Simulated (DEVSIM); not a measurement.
## abrupt Si p-n junction

System: abrupt Si p-n junction, at 300 K.

```
layer (left to right)  material  thickness (μm)  Nd (cm⁻³)  Na (cm⁻³)   τn (s)   τp (s)
---------------------  --------  --------------  ---------  ---------  -------  -------
1                            Si           0.520          -     3.3e18  0.00079  0.00079
2                            Si            29.0     8.4e15          -  0.00079  0.00079
```

Left contact: ohmic. Right contact: ohmic. Voltage is applied to the left contact. Recombination: SRH at mid-gap, radiative. Mobility is constant in doping.

Constants are typed, rounded textbook-type inputs, not results; the design itself was drawn at random and stands for no fabricated device. Values at 300 K.

```tsv
parameter	Si
gap (eV)	1.124
affinity (eV)	4.05
permittivity	11.7
Nc (cm⁻³)	2.86e19
Nv (cm⁻³)	3.1e19
μn (cm²/Vs)	1417
μp (cm²/Vs)	470
B (cm³/s)	4.7e-15
```

DEVSIM, 1D drift-diffusion, Boltzmann statistics, complete ionisation; no tunnelling, impact ionisation, image-force lowering or self-heating.

| Property | Result |
|---|---|
| Potential step across the device at zero bias | 0.856 V |
| Largest field in the device at zero bias | 110000 V/cm |
| Dark forward voltage at 1 A/cm² | 0.649 V |
| Dark forward voltage at 100 A/cm² | 0.810 V |

Dark reverse current:

```
V (V)   J (A/cm²)
------  ---------
-0.20    -2.1e-11
-0.50    -2.9e-11
-1.00    -3.9e-11
-1.50    -4.8e-11
-2.00    -5.5e-11
-3.00    -6.8e-11
-4.00    -7.9e-11
-5.00    -8.9e-11
-6.50    -1.0e-10
-8.00    -1.1e-10
-10.00   -1.3e-10
```

Small-signal capacitance in reverse bias (quasi-static):

```
V (V)  C (nF/cm²)
-----  ----------
-0.2         27.1
-0.5         23.5
-1           19.9
-1.5         17.5
-2           15.8
-3           13.6
-4           12.1
-5           11.0
-6.5         9.77
-8           8.89
-10          8.03
```
